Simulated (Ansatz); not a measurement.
Take InP in the zinc blende structure (space group F-43m, No. 216; a = 5.9595 Å) as the base.

The values are results of DFT with PBE, PAW potentials and a 420 eV plane-wave cutoff in Ansatz (an electronic-structure program), no SOC, not measurements.

Strains are applied to the cell and any free atomic positions relax.

One change was made to it. Results:

| quantity | base | after |
|---|---|---|
| electron mass | 0.037 mₑ (at Γ) | 0.066 mₑ (at Γ) |
| pressure | 0.00 GPa | 5.39 GPa |
| width of the top valence band | 2.69 eV | 3.03 eV |
| energy relative to the base (free energy F) | 0 meV/atom | +30 meV/atom |
| band gap | 0.44 eV | 0.86 eV |

Q: Name the change that was made.
(A) isotropic strain −0.50 %
(B) isotropic strain −3.00 %
(C) isotropic strain −2.50 %

A: C, isotropic strain −2.50 %. For comparison, the band gap in the other runs: isotropic strain −3.00 % gives 0.94 eV; isotropic strain −0.50 % gives 0.52 eV.

Masses are band curvatures over ±0.01 Å⁻¹ around the edge. No phonon test of stability was made.
